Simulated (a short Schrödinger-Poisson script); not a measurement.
Structure: symmetric double-gate stack, HfO2 on p-type Ge(111), at 400 K.

| layer | material | thickness (nm) | Na (cm⁻³) |
|---|---|---|---|
| 1 | HfO2 | 10.9 | - |
| 2 | Ge | 8 | 2e16 |
| 3 | HfO2 | 10.9 | - |

The device is made up for the run: typed textbook-type constants, with dimensions and the other settings drawn at random. HfO2: permittivity 22, conduction-band edge (eV) 1.5, gap (eV) 5.7, electron mass (mₑ) 0.2. Ge: permittivity 16, conduction-band edge (eV) 0, gap (eV) 0.664, Nv at 300 K (cm⁻³) 6e18.

Channel valleys (confinement mass, in-plane density-of-states mass, number): L1 1.59, 0.08, 1; L3 0.09, 0.34, 3. At the gates, both at one voltage, the conduction-band edge of layer 1 lies 1.76 eV − eVg above the Fermi level of the channel. Gaps are held at their typed values at every temperature. Mesh 0.03 nm at interfaces.

Solved with a short Schrödinger-Poisson script written for these runs: 1D Poisson equation in equilibrium, electrons classical, Boltzmann, parabolic valleys, classical holes, full ionisation, no traps, pinning or gate leakage.

The same stack at other levels of the model or other numerical settings:

| run | sheet density of all electrons at Vg = 1.7 V (cm⁻²) | sheet density of all electrons at Vg = 0.5 V (cm⁻²) | capacitance of both gates at Vg = 1.7 V (μF/cm²) | gate voltage at 1e11 electrons/cm² (V) | rough cost against the base |
|---|---|---|---|---|---|
| base | 2.96e13 | 5.33e12 | 3.39 | 0.10 | about 1 |
| electrons treated as classical, Fermi-Dirac | 2.82e13 | 5.21e12 | 3.17 | 0.10 | 4 |
| electrons treated as quantum, Hartree | 2.52e13 | 4.28e12 | 2.92 | 0.14 | 20 |
| mesh six times as coarse | 2.93e13 | 5.28e12 | 3.36 | 0.10 | about 1 |

The classical rows ignore confinement, and Boltzmann statistics overrate the density once the band edge passes the Fermi level.

Only the L valleys are kept; under strong confinement the Δ valleys of Ge fill too.
